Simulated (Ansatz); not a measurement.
Spacing of the highest filled and lowest empty level at the zone centre in eight small model glasses of hand-chosen composition and density, fast-quenched (anions pushed apart in CHGNet runs), each at its PBE geometry, by PBE and by HSE06 (Ansatz, a quantum-chemistry and plane-wave program, plane waves, PAW). The cells are the first eight to finish that balance their formal charges, show no moments and no lower geometry on charging where those were tested, and have a gap at both levels; defect levels can set the spacings, and exact exchange is cut at the cells' faces.

| cell | quench by | pressure (GPa) | levels at the gap | PBE (eV) | experiment, tabulated (eV) |
|---|---|---|---|---|---|
| Ti20O43Y2 | CHGNet | 0.4 | localised at the filled edge | 2.73 | - |
| Zr20O41Ag2 | CHGNet | -1.3 | localised at the filled edge | 3.19 | - |
| Ti20O41Li2 | CHGNet | -0.9 | localised at the filled edge | 2.64 | - |
| Hf18O39Al2 | CHGNet | -1.3 | localised at the filled edge | 3.89 | - |
| Si24O49Na2 | CHGNet | -0.4 | localised at the filled edge | 2.98 | - |
| Zr20O43La2 | CHGNet | -1.8 | localised at the filled edge | 3.58 | - |
| Al28O45Y2 | CHGNet | -0.7 | localised at the filled edge | 3.55 | - |
| Hf18O38Sn | CHGNet | 0.2 | localised at the filled edge | 3.17 | - |

Problem. What does HSE06 give, and how does it move these values against PBE?

Solution. Ti20O43Y2 4.26, Zr20O41Ag2 4.67, Ti20O41Li2 4.18, Hf18O39Al2 5.44, Si24O49Na2 4.58, Zr20O43La2 5.13, Al28O45Y2 5.26, Hf18O38Sn 4.72 eV. It raises them by +1.48 to +1.70 eV, +1.56 eV on average. A straight line through the eight gives HSE06 = 1.04 × PBE +1.43 eV, with a scatter of 0.06 eV.
